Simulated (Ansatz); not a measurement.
Ansatz (a first-principles code), DFT, PBE, plane waves, its default PAW files: fcc Cu, atoms displaced (Cu40), 40 atoms. Basis and mesh were picked for this test and aren't claimed converged.

```
Item                                                     Result
-----------------------------  --------------------------------
cell                           3.62, 3.62, 36.15 Å; 90, 90, 90°
distance to the nearest atom                     2.46 to 2.53 Å
task                                               single point
k mesh                                                    8×8×1
hamiltonian.xc                                              pbe
kind of files                                               paw
scf.occupations.method                              fermi_dirac
scf.occupations.width                                    0.1 eV
output.forces                                              true
memory maximum (--max-ram)                               200GiB
accuracy                                       medium (default)
basis.precision                                  auto (default)
basis.xc_grid                                       2 (default)
scf.eigensolver.kind                             auto (default)
scf.convergence.dr2_threshold             4.72416e-07 (default)
scf.lower_state_search                          light (default)
k-points after symmetry                                      34
bands at the start                                          420
electrons                                                   760
plane waves at Γ                                           9193
cutoff (eV)                                                 420
FFT grid                                              25×25×243
symmetry operations                                           1
```

Machine: one whole node, Arm Neoverse V2, 96 cores on 1 socket, no SMT, 1 L3 cache group.

Times are wall-clock medians of two to five runs, from launch to exit, with nothing else on the machine. Unless noted, each process is bound to its own block of adjacent cores. Build: release build for Arm (Neoverse V2), one process with threads. Other compilers and libraries give other times. Scratch files lie in a memory file system.

All on 88 threads. The settings tried:
- scf.mixing.algorithm = auto (default), scf.mixing.preconditioner = none
- scf.mixing.algorithm = broyden, scf.mixing.preconditioner = auto (default)
- scf.mixing.algorithm = auto (default), scf.mixing.preconditioner = auto (default)
- scf.mixing.algorithm = anderson, scf.mixing.preconditioner = auto (default)
- scf.mixing.algorithm = msr1, scf.mixing.preconditioner = auto (default)

Question: Name the extremes: fewest SCF iterations (all cycles of the run, searches included), shortest time, and any that don't converge.

Answer: Fewest SCF iterations (all cycles of the run, searches included): scf.mixing.algorithm = auto (default), scf.mixing.preconditioner = auto (default) (8). Shortest time: scf.mixing.algorithm = auto (default), scf.mixing.preconditioner = auto (default), 23 s. All converged.

```tsv
setting	SCF iterations (all cycles of the run, searches included)	applications of H to a band	wall time
scf.mixing.algorithm = auto (default), scf.mixing.preconditioner = auto (default)	8	235566	23 s
scf.mixing.algorithm = broyden, scf.mixing.preconditioner = auto (default)	11	321796	32 s
scf.mixing.algorithm = msr1, scf.mixing.preconditioner = auto (default)	11	326971	32 s
scf.mixing.algorithm = anderson, scf.mixing.preconditioner = auto (default)	13	348164	35 s
scf.mixing.algorithm = auto (default), scf.mixing.preconditioner = none	24	428462	47 s
```

18 planned settings were not run, for want of time.

Keys are those of Ansatz 0.2.
